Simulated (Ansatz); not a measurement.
# TiO2, pressure series

Base system: TiO₂ in the anatase structure (space group I4_1/amd, No. 141; a = 3.7988 Å, c = 9.7008 Å).

Cell and atoms are relaxed at each pressure.

The values are results of Ansatz (an electronic-structure program), PBE, PAW, cutoff 420 eV, no spin-orbit coupling, not measurements.

```csv
pressure (GPa),volume per atom (Å³/atom)
-1,11.734
0,11.666
0.3,11.647
0.7,11.619
1.5,?
3,11.470
5,11.345
7.5,11.194
10,11.049
```

Q: Fit the third-order Birch–Murnaghan form P(V) = (3B₀/2)[(V₀/V)^(7/3) − (V₀/V)^(5/3)]·[1 + (3/4)(B₀′ − 4)((V₀/V)^(2/3) − 1)] (squares taken in P) to the rows shown and predict the withheld row.

A: Least squares on the printed values gives V₀ = 11.666 Å³/atom, B₀ = 174 GPa, B₀′ = 2.2; this predicts 11.567 Å³/atom, and the run gives 11.567 Å³/atom, in agreement.

Load acts through the strain it causes; cell and atoms are relaxed under it. Stability against distortions was not tested. No other phases were tried under pressure. The final runs are not spin-polarised.
